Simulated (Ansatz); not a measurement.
Inside the gap of an insulator the Bloch states are evanescent, with a wavenumber k + iκ along the transport direction.

Given:

```xyz
3
Lattice="3.5583 0.0000 0.0000 0.0000 3.5583 0.0000 1.7791 -1.7791 2.5161" Properties=species:S:1:pos:R:3 pbc="T T T"
Hf     0.0000     0.0000     0.0000
O      1.7791     0.0000     1.2580
O      3.5583     1.7791     1.2580
```

Space group of this cell: Fm-3m, fluorite. The cell is taken as given; by r2SCAN its mean pressure is 4.4 GPa.

Transport runs along the normal of the first two printed cell vectors, the (001) plane of the conventional cell.

The gap is the functional's own, uncorrected, and κ follows it; spin-orbit coupling is left out. Mid-gap values are interpolated between the computed energies.

Question: Estimate the band gap and the smallest decay constant κ at mid-gap that r2SCAN (Ansatz, a program for electronic structure) returns for this system.

Answer: Gap 4.34 eV on a 12×12×12 mesh; κ = 0.298 1/Å, at the zone centre.
